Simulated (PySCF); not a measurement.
PySCF 2.14.0, HF/def2-svp, df: Zr(Cl)(I)3 ([Cl][Zr]([I])([I])[I]), 5 atoms. The geometry is a generated start, not checked to be a minimum at this level.

```
Property                                                   Value
-------------------------------  -------------------------------
task                                                      energy
method                                                        hf
basis                                                   def2-svp
mol.max_memory                                          16000 MB
mf.max_cycle                                                 100
mf.init_guess                                    minao (default)
mf.conv_tol                                      1e-09 (default)
effective core potentials        those of the basis set, past Kr
basis functions (base settings)                              127
```

Settings of this run: two_electron_scheme = density fitting, mf.DIIS = EDIIS, mf.diis_space = 8, mf.level_shift = 0, mf.damp = 0, mf.diis_start_cycle = 1, mf.diis = true, newton = off; 16 threads, 1 BLAS thread.

```
cycle        E (Hartree)  norm of g  norm of ddm
-----  -----------------  ---------  -----------
1        -1392.269608026       4.16         13.6
2      -1392.41843645185       3.25         11.4
3      -1395.99957901217      0.544         7.76
4      -1395.99957900766      0.544     3.25e-08
5      -1395.99957899868      0.544     6.49e-08
6      -1395.99957901807      0.544      1.4e-07
7      -1395.99957902533      0.544     5.24e-08
8      -1395.99957900839      0.544     1.22e-07
9      -1395.99957900873      0.544     2.43e-09
10     -1396.00713627659      0.582        0.931
11     -1396.11225041236      0.252         1.02
12     -1396.12789817804     0.0961        0.333
13     -1396.12917100372     0.0767        0.033
14     -1396.12917100245     0.0767     3.59e-08
…                      …          …            …
32     -1396.13195419339    0.00237     1.54e-08
33     -1396.13195419342    0.00237     5.38e-08
34     -1396.13195419327    0.00237     2.65e-07
35      -1396.1319541934    0.00237     2.24e-07
36     -1396.13195667737    0.00296      0.00419
37     -1396.13195903411    0.00184      0.00583
38      -1396.1319610814   0.000594      0.00267
39     -1396.13196108346   0.000593     5.36e-06
…                      …          …            …
55     -1396.13196171615   7.56e-05     5.95e-05
56     -1396.13196171872   6.64e-05     5.51e-05
57     -1396.13196172207   5.04e-05     8.93e-05
58     -1396.13196172195   5.11e-05     4.13e-06
59     -1396.13196172408   3.87e-05     7.46e-05
60     -1396.13196172405   3.88e-05     6.24e-06
61      -1396.1319617247   3.42e-05     2.79e-05
62     -1396.13196172521   3.01e-05     2.46e-05
```

It converged after 64 Fock builds (products with the orbital Hessian counted alike).

**Question.** Which change of one setting makes this cycle converge in far fewer steps?

**Answer.** One answer among several that fit: mf.DIIS = CDIIS (default) (15 Fock builds (products with the orbital Hessian counted alike)), all else kept; the first takes 1.5 s against 3.3 s on an otherwise empty node (Arm Neoverse V2). The other changes of this size gave: mf.DIIS = ADIIS (23). The first change moves the result by: energy under 0.001 meV/atom.
